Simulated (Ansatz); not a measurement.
# BaO (P6₃/mmc, No. 194, 4 atoms in the cell; start mp-1178514; a measured phase of this formula has another space group)

Method: HSE06+SOC (PAW; Ansatz, a quantum-chemistry and plane-wave program).

Settings: plane-wave cutoff 460 eV, 6×6×6 k mesh, Fermi–Dirac smearing 0.01 eV, PAW data made under PBE.

Cell (relaxed with PBEsol):

BaO is modelled in the hexagonal space group P6₃/mmc (No. 194), Pearson symbol hP4. Conventional cell: a = b = 4.491 Å, c = 5.523 Å, α = β = 90.00°, γ = 120.00°. Ba on 2d is coordinated by 3 O at 2.593 Å and 2 O at 2.762 Å (trigonal bipyramidal). O on 2c sees 3 Ba at 2.593 Å and 2 Ba at 2.762 Å (trigonal bipyramidal). (Neighbours: up to the widest gap in distance over summed covalent radii, below 1.35, at either atom; cation-cation and far metal-metal contacts left out.)

For BaO (P6₃/mmc, No. 194, 4 atoms in the cell; start mp-1178514; a measured phase of this formula has another space group), the band gap is 3.46 eV (on the SCF k mesh) (indirect) and the smallest direct gap on the k points sampled comes out as 3.50 eV.

Note: cell and atoms aren't relaxed at this level (pressure 1.4 GPa).

Static lattice: no zero-point or thermal effects.

It cost about 18 core-minutes (a rough figure) of CPU time.

A start named mp-… is a Materials Project structure, which need not be a measured phase.
